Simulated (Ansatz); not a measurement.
# Pressure series in Sn

Take Sn in the diamond structure (space group Fd-3m, No. 227; a = 6.5402 Å) as the base.

Cell and atoms are relaxed at each pressure.

All numbers come from PBEsol (Ansatz, an electronic-structure program, PAW, scalar-relativistic without spin-orbit coupling).

Notes on the quantities. enthalpy: H = E + PV relative to the base's energy.

| change | enthalpy | shortest interatomic distance | density |
|---|---|---|---|
| base | – | 2.832 Å | 5.64 g/cm³ |
| pressure −2 GPa | -0.45 eV/atom | 2.885 Å | 5.33 g/cm³ |
| pressure −1 GPa | -0.22 eV/atom | 2.857 Å | 5.49 g/cm³ |
| pressure 0.9 GPa | +0.19 eV/atom | 2.813 Å | 5.75 g/cm³ |
| pressure 2.1 GPa | +0.45 eV/atom | 2.790 Å | 5.90 g/cm³ |
| pressure 4.5 GPa | +0.94 eV/atom | 2.751 Å | 6.15 g/cm³ |
| pressure 9 GPa | +1.81 eV/atom | 2.693 Å | 6.55 g/cm³ |
| pressure 15 GPa | +2.90 eV/atom | 2.637 Å | 6.99 g/cm³ |
| pressure 22.5 GPa | +4.18 eV/atom | 2.582 Å | 7.44 g/cm³ |
| pressure 30 GPa | +5.39 eV/atom | [?] | [?] |

Fill in the withheld entries from the trend.


- pressure 30 GPa, shortest interatomic distance: 2.539 Å
- pressure 30 GPa, density: 7.82 g/cm³

Load acts through the strain it causes; cell and atoms are relaxed under it. No phonon test of stability was made. Tetrahedral semiconductors of this kind turn to denser phases somewhere between about 1 and 50 GPa; those were not computed, so compressed cells here can lie past the real transition.
